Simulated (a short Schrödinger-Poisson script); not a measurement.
System: MOS inversion layer, SiO2 on p-type Si(100), at 300 K.

From the gate side: 3.3 nm SiO2; 560 nm Si, acceptors 5.9e17 cm⁻³.

The device is made up for the run: typed textbook-type constants, with dimensions and the other settings drawn at random. SiO2: permittivity 3.9, conduction-band edge (eV) 3.15, gap (eV) 9, electron mass (mₑ) 0.5. Si: permittivity 11.7, conduction-band edge (eV) 0, gap (eV) 1.124, Nv at 300 K (cm⁻³) 3.1e19.

Channel valleys (confinement mass, in-plane density-of-states mass, number): Δ2 0.916, 0.19, 2; Δ4 0.19, 0.417, 4. At the gate the conduction-band edge of layer 1 lies 3.76 eV − eVg above the Fermi level of the channel; the field vanishes at the back. Gaps are held at their typed values at every temperature. Mesh 0.03 nm at interfaces.

From a short Schrödinger-Poisson script (our own, NumPy): 1D Poisson equation in equilibrium, electrons quantum, Hartree (BenDaniel-Duke, 12 states a valley, the channel's in-plane mass for all, wave functions free to enter the dielectric), parabolic valleys, classical holes, full ionisation, no traps, pinning or gate leakage.

```
Vg (V)  electrons (cm⁻²)  C (μF/cm²)  Δ2 E0 (meV from the Fermi level)  Δ4 E0 (meV from the Fermi level)
------  ----------------  ----------  --------------------------------  --------------------------------
0.9               3.13e9       0.204                             199.2                             250.3
1.05             1.44e11       0.505                              99.0                             152.4
1.2              7.16e11       0.773                              55.8                             111.9
1.35             1.46e12       0.848                              35.3                              94.0
1.5              2.26e12       0.881                              21.8                              83.1
1.65             3.09e12       0.899                              11.5                              75.3
1.8              3.93e12       0.912                               3.1                              69.2
1.95             4.79e12       0.920                              -4.2                              64.2
2.1              5.65e12       0.927                             -10.7                              59.8
2.25             6.52e12       0.933                             -16.7                              56.0
2.4              7.40e12       0.937                             -22.2                              52.5
2.55             8.28e12       0.941                             -27.3                              49.4
2.7              9.16e12       0.945                             -32.2                              46.4
2.85             1.00e13       0.948                             -36.9                              43.7
3                1.09e13       0.950                             -41.3                              41.1
3.15             1.18e13       0.953                             -45.6                              38.6
3.3              1.27e13       0.955                             -49.8                              36.3
```

Gate voltages with under 1e9 electrons/cm² are left out.

### Question
At Vg = 3.3 V the lowest Δ2 subband lies at -49.8 meV from the Fermi level. How many electrons does it hold, and what share of all?

### Answer
The two-dimensional density of states is g m/(πħ²) = 1.59e11 cm⁻² meV⁻¹ (both spins), kT = 25.9 meV, so n = D kT ln(1 + exp(−E/kT)) = 8.46e12 cm⁻², 0.67 of the 1.27e13 cm⁻² in all.

### Question
Compare the slope of the sheet density between 3 and 3.3 V with the geometric capacitance of the layers between gate and channel.

### Answer
q Δn/ΔV = 0.961 μF/cm²; ε0/Σ(t/ε) = 1.05 μF/cm². The ratio is 0.92: the channel acts as a further capacitance in series.
